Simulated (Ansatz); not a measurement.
## H on the 1x1 (111) surface of fcc Cu, one in a 3x3 cell, started at the site 'top Cu'

Computed with PBE (plane waves to 420 eV, PAW; Ansatz, an electronic-structure program).

Model: 37-atom slab, 6.2 Å thick at the start under the adsorbate (thin: gaps and levels are the slab's own), 4x4x1 mesh, Fermi-Dirac 0.1 eV, dipole correction, 18 atoms held, the rest relaxed; start symmetry kept, larger cells not searched; no spin, no spin-orbit, no U, no dispersion correction. At the end it is bonded to Cu. In PBE this state lies 0.59 eV over the lowest of the starts that converged ('hollow Cu-Cu-Cu over Cu at depth 2.1 Å').

| Quantity | Value |
|---|---|
| adsorption energy against ½ H2(g) | 0.44 eV |
| work function of the top face | 4.91 eV |
| change of the work function | 0.14 eV |
| change of the step from the bottom to the top vacuum level, against the clean slab | 0.12 eV |
| energy released by relaxation | 0.095 eV |
| height of the binding atom over the mean of the host atoms within 0.3 Å of the top one | 2.901 bohr |
| nearest host atoms of the binding atom | Cu at 1.52 Å, Cu at 2.99 Å, Cu at 2.99 Å |
| largest move of a host atom | 0.02 Å |
| cost | around 17 core-minutes (rough) |

A negative adsorption energy means that the adsorbate is more stable on the surface than in its reference.
